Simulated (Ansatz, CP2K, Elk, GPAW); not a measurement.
## Zn3CrS4 (P-43m, 8 atoms in the cell) computed with different codes at matched settings

Self-consistent single point.

```
Zn3CrS4
1.0
    5.46733     0.00000     0.00000
    0.00000     5.46733     0.00000
    0.00000     0.00000     5.46733
Zn Cr S
3 1 4
Direct
  0.50000   0.50000   0.00000
  0.00000   0.50000   0.50000
  0.50000   0.00000   0.50000
  0.00000   0.00000   0.00000
  0.74884   0.74884   0.25116
  0.74884   0.25116   0.74884
  0.25116   0.25116   0.25116
  0.25116   0.74884   0.74884
```
Moments meant for the start (each program seeds them in its own way; μB, in the order of the atoms Zn Zn Zn Cr S S S S): 0.0 0.0 0.0 3.0 0.0 0.0 0.0 0.0.

Shared settings, as Ansatz (a program for electronic structure) writes them: kpoints.mp_grid.grid = 3 3 3; scf.occupations.method = fermi_dirac; scf.occupations.width = 0.1 eV. Potentials and cutoffs stand in the table.

| code | model | pressure (GPa) | largest force (eV/Å) | size of the net moment (μB/atom) | cutoff |
|---|---|---|---|---|---|
| Ansatz | LDA (PW92), PAW files made with PBE | -6.11 | 0.049 | 0.50 | 420 eV |
| GPAW | LDA (Perdew-Wang 92), GPAW PAW datasets LDA (gpaw-data 1.0.1) | -6.26 | 0.010 | 0.50 | 850 eV |
| Elk | LDA (PW92), all-electron FP-LAPW, Elk's shipped species files, APW+lo basis with extra local orbitals | – | – | 0.50 | rgkmax 8 |
| CP2K | LDA (Pade form), GPW, DZVP-MOLOPT-SR-GTH basis, GTH-PADE potentials (GTH_POTENTIALS) | -5.75 | 0.046 | 0.50 | grid 600 Ry |

A dash marks a value that a program does not give, or that is left out as unsure.

On Ansatz's run: with one magnetic atom in the cell only a parallel order is possible.

The spread over the programs that give each value: pressure within 0.51 GPa; largest force within 0.039 eV/Å; size of the net moment within 0.00 μB/atom.

CP2K uses small atom-centred bases, whose incompleteness enters pressures, forces and empty levels differently from a plane-wave cutoff. Elk treats all electrons, but the usual bases taken here (sphere radii, linearisation, local orbitals, empty states) were not tested for convergence, so the values are no reference for the others. Ansatz's pressure is given at a fixed set of plane waves, as the other plane-wave codes print theirs; with its correction for the finite basis it is -6.06 GPa.

The shared mesh is coarse (it stands for a supercell whose shortest vector is 16 Å), so the values are not converged in it.

The starting cell comes from a database of computed structures (which also holds hypothetical and non-ambient phases and stackings), without a prior relaxation at this level.

Left out of this page: FLEUR (with a known weakness of the program).

Keys are those of Ansatz 0.2.
